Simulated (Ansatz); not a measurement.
Level of theory: PBE (plane waves to 420 eV, PAW; Ansatz, a program for electronic structure).

Host crystal: 3C silicon carbide, with a band gap (PBE, scalar-relativistic without spin-orbit coupling).

Electrostatic potential energy of an electron, averaged over planes parallel to the surface, in eV from the Fermi level, for Cu on the 1x1 (110) surface of 3C silicon carbide (cut with top plane C + Si), one in a 2x2 cell, started at the site 'over C at depth 1.5 Å':

| z (Å) | V (eV) |
|---|---|
| 5.34 | 5.07 |
| 5.62 | 5.07 |
| 5.91 | 5.07 |
| 6.19 | 5.07 |
| 6.47 | 5.07 |
| 6.75 | 5.07 |
| 7.03 | 5.06 |
| 7.31 | 5.04 |
| 7.59 | 5.00 |
| 7.88 | 4.90 |
| 8.16 | 4.69 |
| 8.44 | 4.22 |
| 8.72 | 3.13 |
| 9.00 | 0.71 |
| 9.28 | -4.64 |
| 9.56 | -10.18 |
| 9.84 | -11.51 |
| 10.12 | -9.05 |
| 10.41 | -7.05 |
| 10.69 | -8.81 |
| 10.97 | -12.43 |
| 11.25 | -12.66 |
| 11.53 | -8.42 |
| 11.81 | -3.89 |
| 12.09 | -4.24 |
| 12.38 | -8.95 |
| 12.66 | -12.68 |
| 12.94 | -11.51 |
| 13.22 | -6.93 |
| 13.50 | -4.22 |
| 13.78 | -6.93 |
| 14.06 | -11.53 |
| 14.34 | -12.79 |
| 14.62 | -9.13 |
| 14.91 | -4.48 |
| 15.19 | -4.28 |
| 15.47 | -8.82 |
| 15.75 | -12.88 |
| 16.03 | -12.40 |
| 16.31 | -8.56 |
| 16.59 | -6.58 |
| 16.88 | -8.66 |
| 17.16 | -11.68 |
| 17.44 | -11.36 |
| 17.72 | -6.91 |
| 18.00 | -2.12 |
| 18.28 | 0.18 |
| 18.56 | 1.42 |
| 18.84 | 2.49 |
| 19.12 | 3.49 |
| 19.41 | 3.98 |
| 19.69 | 4.15 |
| 19.97 | 4.24 |
| 20.25 | 4.27 |
| 20.53 | 4.29 |
| 20.81 | 4.30 |
| 21.09 | 4.30 |
| 21.38 | 4.30 |
| 21.66 | 4.31 |
| 21.94 | 4.31 |
| 22.22 | 4.31 |
| 22.50 | 4.31 |
| 22.78 | 4.31 |

Model: 49-atom slab, 7.7 Å thick at the start under the adsorbate (thin: gaps and levels are the slab's own), 3x3x1 mesh, Fermi-Dirac 0.01 eV, dipole correction, 24 atoms held, the rest relaxed; start symmetry kept, larger cells not searched; spin-polarised, ending with about 0.1 μB a cell, a value that depends on the mesh; orders that need a larger cell were not tried, no spin-orbit, no U, no dispersion correction. The slab shows no gap over 0.04 eV on its mesh. At the end it is bonded to 2 C + 2 Si. In PBE it is, or lies within 0.03 eV of, the lowest of the starts that converged.

Question: The surface cell has an area of 54.26 Å². What dipole along the normal does the step between the two vacuum levels imply?

Answer: the top vacuum level lies 0.77 eV below the bottom one; p = −ε₀ A ΔV (ε₀ = 0.005526 e/(V·Å)) gives 0.23 e·Å a cell.
